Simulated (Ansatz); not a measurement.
Consider MgO in the rock salt structure (space group Fm-3m, No. 225; a = 4.254 Å).

All numbers come from DFT with PBE, PAW potentials and a 420 eV plane-wave cutoff in Ansatz (an electronic-structure program), spin-orbit coupling left out.

One change was made to it. Results:

```json
[
 {"quantity": "electron mass", "base": "0.34 mₑ (at Γ)", "after": "0.39 mₑ (at Γ)"},
 {"quantity": "lattice parameter a", "base": "4.254 Å", "after": "4.049 Å"},
 {"quantity": "band gap", "base": "4.46 eV", "after": "5.98 eV"},
 {"quantity": "hole mass (degenerate bands, along [100])", "base": "0.38, 2.2, 2.2 mₑ (at Γ)", "after": "0.42, 2.0, 2.0 mₑ (at Γ)"},
 {"quantity": "gap character", "base": "direct at Γ", "after": "direct at Γ"}
]
```

Question: Which of these changes matches the shifts?
A. pressure 30 GPa
B. pressure 0.9 GPa
C. pressure 4.5 GPa

Answer: A, pressure 30 GPa. For comparison, the band gap in the other runs: pressure 4.5 GPa gives 4.73 eV; pressure 0.9 GPa gives 4.52 eV.

Load acts through the strain it causes; cell and atoms are relaxed under it. Effective masses come from finite differences of ±0.01 Å⁻¹. Stability against distortions was not tested. Competing high-pressure phases were not computed.
